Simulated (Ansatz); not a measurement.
The reference is SiC in the zinc blende structure (space group F-43m, No. 216; a = 4.3566 Å). Axes: x, y, z lie along the cube axes.

Calculations: r2SCAN (Ansatz, a first-principles code, PAW, spin-orbit coupling left out), earlier PAW set.

Now apply this change: a pure shear with ε_yz = ε_zy = 0.0356; the atoms relax in the strained cell.

Predict the stress tensor and what it implies for the stiffness.

Stress of the strained cell less that of the base (GPa, compression positive):
```
  -0.03    0.00    0.00
   0.00    1.23  -18.66
   0.00  -18.66    1.23
```

Then −Δσ/γ with γ = 2ε = 0.0712 gives secant stiffness values (nonlinear terms included at this strain): C44 ≈ 262 GPa.

As a check, the harmonic strain energy −½ V₀ Δσ:ε is 43 meV/atom; the computed energy rise is 43 meV/atom.

Whether these cells are dynamically stable was not tested.
